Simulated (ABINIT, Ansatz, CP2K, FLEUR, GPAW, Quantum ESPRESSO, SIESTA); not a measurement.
**Code comparison for LiNiS2 (P2/c, 8 atoms in the cell)**

Self-consistent single point.

```yaml
crystal:
  lattice:
    - [5.77262, 0.00000, 0.00000]
    - [0.00000, 3.43378, 0.00000]
    - [-0.00829, 0.00000, 5.94827]
  atoms:
    - { symbol: Li, position: [0.50000, 0.25785, 0.75000] }
    - { symbol: Li, position: [0.50000, 0.74215, 0.25000] }
    - { symbol: Ni, position: [0.00000, 0.74624, 0.25000] }
    - { symbol: Ni, position: [0.00000, 0.25376, 0.75000] }
    - { symbol: S, position: [0.21131, 0.24667, 0.41869] }
    - { symbol: S, position: [0.78869, 0.75333, 0.58131] }
    - { symbol: S, position: [0.78869, 0.24667, 0.08131] }
    - { symbol: S, position: [0.21131, 0.75333, 0.91869] }
```

All programs got the same cell, k-point mesh and kind of occupations (in Ansatz's words: kpoints.mp_grid.grid = 4 7 4; scf.occupations.method = gaussian; scf.occupations.width = 0.136 eV); potentials, basis and cutoffs are each program's usual ones.

| code | model | pressure (GPa) | largest force (eV/Å) | k-points | cutoff |
|---|---|---|---|---|---|
| GPAW | PBEsol, GPAW PAW datasets PBEsol (made by gpaw-setup) | -3.88 | 0.298 | 40 | 850 eV |
| CP2K | PBEsol, GPW, DZVP-MOLOPT-SR-GTH basis, GTH-PBE potentials (GTH_POTENTIALS) | -4.11 | 0.363 | 58 | grid 600 Ry |
| Ansatz | PBEsol, PAW files made with PBE | -4.56 | 0.357 | 40 | 420 eV |
| SIESTA | GGA PBEsol, numerical atomic orbitals TZP, PseudoDojo PBEsol standard norm-conserving potentials (rewritten from UPF to PSML) | -4.18 | 0.256 | 60 | grid 300 Ry |
| FLEUR | PBEsol, all-electron FLAPW (FLEUR), scalar-relativistic valence | – | 0.350 | 40 | Kmax 4.1 1/bohr |
| Quantum ESPRESSO | PBEsol, GBRV 1.5 ultrasoft (PBESOL) pseudopotentials | -4.50 | 0.337 | 40 | 50 Ry |
| ABINIT | PBEsol, PAW (JTH v2.0 PBE PAW, files made for PBE) | -6.77 | 0.334 | 40 | 60 Ry |

Size of the force on each atom (eV/Å): Sizes of forces hide their directions.

```csv
code,Li1,Li2,Ni3,Ni4,S5,S6,S7,S8
GPAW,0.020,0.020,0.021,0.021,0.298,0.298,0.298,0.298
CP2K,0.021,0.021,0.068,0.068,0.363,0.363,0.363,0.363
Ansatz,0.020,0.020,0.021,0.021,0.357,0.357,0.357,0.357
SIESTA,0.021,0.021,0.014,0.014,0.256,0.256,0.256,0.256
FLEUR,0.020,0.020,0.021,0.021,0.350,0.350,0.350,0.350
Quantum ESPRESSO,0.020,0.020,0.020,0.020,0.337,0.337,0.337,0.337
ABINIT,0.020,0.020,0.017,0.017,0.334,0.334,0.334,0.334
```

A dash marks a value that a program does not give, or that is left out as unsure.

The spread over the programs that give each value: pressure within 2.89 GPa; largest force within 0.107 eV/Å.

The starting cell comes from a database of computed structures (which also holds hypothetical and non-ambient phases and stackings), without a prior relaxation at this level. Its lattice was rescaled by a random factor within 2.5 % of one. On Ansatz's run: Spin polarisation is off, so a magnetic state, if there is one, cannot be reached. In the base run, with a pressure of about -5 GPa the cell is away from its equilibrium volume at this level.

Q: Why do the programs differ, and what cannot be compared?

A: Differences of this kind can come from the potentials, where these differ, and from what each basis and cutoff leave unconverged. The valence holds different numbers of electrons (GPAW 58, CP2K 66, Ansatz (a first-principles code) 66, SIESTA 66, FLEUR 58, Quantum ESPRESSO 66, ABINIT 66). The zero of total energies and Fermi levels follows the potentials and each program's conventions, so they are not compared here. CP2K and SIESTA use small atom-centred bases, whose incompleteness enters pressures, forces and empty levels differently from a plane-wave cutoff. FLEUR treats all electrons, but the usual bases taken here (sphere radii, linearisation, local orbitals, empty states) were not tested for convergence, so the values are no reference for the others. Ansatz's pressure is given at a fixed set of plane waves, as the other plane-wave codes print theirs; with its correction for the finite basis it is -4.53 GPa. The programs reduce the same mesh by symmetry to different extents, which changes the work and not the result. In the pressure, ABINIT (by 2.24) lies more than 1 GPa from the median of the plane-wave programs. In the force vectors, SIESTA (by 0.084) lies more than 0.08 eV/Å from the median of the plane-wave programs.

Left out of this page: Elk (stopped by limits of time or memory).

Keys are those of Ansatz 0.2.
